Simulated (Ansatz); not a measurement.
## Pressure series in CrCuO2

The reference is CrCuO2 (space group R-3m, No. 166; a = 3.013 Å, c = 17.112 Å (hexagonal axes); ferromagnetic).

Cell and atoms are relaxed at each pressure.

All numbers come from Ansatz (an electronic-structure program), PBE, PAW, cutoff 420 eV, no spin-orbit coupling.

Candidates:
(a) pressure 22.5 GPa
(b) pressure −1 GPa
(c) pressure 4.5 GPa
(d) pressure 0.9 GPa

For the base:

* **c/a ratio**: 5.680

Question: Order them by c/a ratio, lowest first.

Answer: (b) pressure −1 GPa (5.667), (d) pressure 0.9 GPa (5.692), (c) pressure 4.5 GPa (5.738), (a) pressure 22.5 GPa (5.944)

Load acts through the strain it causes; cell and atoms are relaxed under it. No phonon test of stability was made. No other phases were tried under pressure. No Hubbard U is applied and the magnetic state is the run's own (CrCuO2 ferromagnetic); other magnetic orders, which need larger cells, were not tried and can change the gap.
